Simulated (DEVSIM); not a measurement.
Device: abrupt GaAs n-p junction, at 400 K.

```
layer (left to right)  material  thickness (μm)  Nd (cm⁻³)  Na (cm⁻³)  τn (s)  τp (s)
---------------------  --------  --------------  ---------  ---------  ------  ------
1                          GaAs           0.180     1.2e15          -  1.3e-9  1.3e-9
2                          GaAs            1.70          -       1e16  1.3e-9  1.3e-9
```

Left contact: ohmic. Right contact: ohmic. Voltage is applied to the left contact. Recombination: SRH at mid-gap, Auger. Mobility is μmin + (μ − μmin)/(1 + (N/Nref)^α).

This is a model device: material constants are rounded textbook-type values typed into the input, and sizes, dopings and lifetimes were drawn at random. Values at 300 K; Nc and Nv go as T^1.5, mobilities as T to minus their exponent, the gap by Varshni's rule with the affinity fixed.

```tsv
parameter	GaAs
gap (eV)	1.424
affinity (eV)	4.07
permittivity	12.9
Nc (cm⁻³)	4.7e17
Nv (cm⁻³)	9e18
μn (cm²/Vs)	8500
μp (cm²/Vs)	400
μn,min	500
μp,min	20
Nref,n	6e16
Nref,p	1.5e17
αn	0.39
αp	0.38
T exponent of μn	2.1
T exponent of μp	2.2
Cn (cm⁶/s)	1e-30
Cp (cm⁶/s)	1e-30
Varshni α (eV/K)	0.000541
Varshni β (K)	204
```

Model (solved in DEVSIM): 1D drift-diffusion, Boltzmann statistics, complete ionisation; no tunnelling, impact ionisation, image-force lowering or self-heating.

Problem. Tabulate band edges, carrier densities and field at zero bias.

Solution. Energies count from the Fermi level of the right contact; mesh points crowd at the junctions.

| x (μm) | Ec (eV) | Ev (eV) | n (cm⁻³) | p (cm⁻³) | field (V/cm) |
|---|---|---|---|---|---|
| 0.000 | 0.221 | -1.157 | 1.2e15 | 37000 | 28000 |
| 0.01420 | 0.261 | -1.117 | 3.8e14 | 120000 | 28000 |
| 0.03249 | 0.313 | -1.065 | 8.3e13 | 530000 | 29000 |
| 0.06057 | 0.393 | -0.984 | 8.0e12 | 5600000 | 29000 |
| 0.1101 | 0.539 | -0.838 | 1.2e11 | 3.8e8 | 30000 |
| 0.1410 | 0.632 | -0.745 | 7.9e9 | 5.6e9 | 30000 |
| 0.1611 | 0.693 | -0.684 | 1.3e9 | 3.3e10 | 31000 |
| 0.1800 | 0.752 | -0.626 | 2.5e8 | 1.8e11 | 31000 |
| 0.1951 | 0.797 | -0.581 | 6.7e7 | 6.7e11 | 29000 |
| 0.2168 | 0.856 | -0.521 | 1.2e7 | 3.8e12 | 26000 |
| 0.2543 | 0.943 | -0.434 | 950000 | 4.7e13 | 21000 |
| 0.3420 | 1.071 | -0.306 | 23000 | 1.9e15 | 9000 |
| 0.4558 | 1.121 | -0.257 | 5500 | 8.1e15 | 1400 |
| 0.6201 | 1.128 | -0.250 | 4500 | 9.9e15 | 56 |
| 1.030 | 1.128 | -0.249 | 4400 | 1.0e16 | ≈ 0 |
| 1.361 | 1.128 | -0.249 | 4400 | 1.0e16 | ≈ 0 |
| 1.553 | 1.128 | -0.249 | 4400 | 1.0e16 | ≈ 0 |
| 1.686 | 1.128 | -0.249 | 4400 | 1.0e16 | ≈ 0 |
| 1.789 | 1.128 | -0.249 | 4400 | 1.0e16 | ≈ 0 |
| 1.833 | 1.128 | -0.249 | 4400 | 1.0e16 | ≈ 0 |
| 1.858 | 1.128 | -0.249 | 4400 | 1.0e16 | ≈ 0 |
| 1.880 | 1.128 | -0.249 | 4400 | 1.0e16 | ≈ 0 |
